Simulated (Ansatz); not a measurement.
Consider Y in the hcp (Mg type) structure (space group P6_3/mmc, No. 194; a = 3.6809 Å, c = 5.7213 Å; relaxed with 0.1 eV smearing). Axes: x lies along a and z along c of the hexagonal cell.

All numbers come from r2SCAN (Ansatz, a quantum-chemistry and plane-wave program; PAW; 500 eV plane waves; without spin-orbit coupling), earlier PAW set.

Strains are applied to the cell and any free atomic positions relax; under stress the whole cell relaxes.

One change was made to it. Results:

```json
[
 {"quantity": "energy relative to the base (free energy F)", "base": "0 meV/atom", "after": "+2.3 meV/atom"},
 {"quantity": "shortest interatomic distance", "base": "3.564 Å", "after": "3.514 Å"}
]
```

### Question
Name the change that was made.
A. uniaxial stress, 0.5 GPa compression along z
B. strain tensor (xx, yy, zz, yz, xz, xy) = (−0.23, −0.11, −0.10, +1.24, +0.83, +0.10) %
C. isotropic strain −1.40 %

### Answer
B, strain tensor (xx, yy, zz, yz, xz, xy) = (−0.23, −0.11, −0.10, +1.24, +0.83, +0.10) %. For comparison, the energy relative to the base in the other runs: isotropic strain −1.40 % gives +7.6 meV/atom; uniaxial stress, 0.5 GPa compression along z gives +0.4 meV/atom.

Stability under load was not tested beyond the relaxation. The final runs are not spin-polarised.
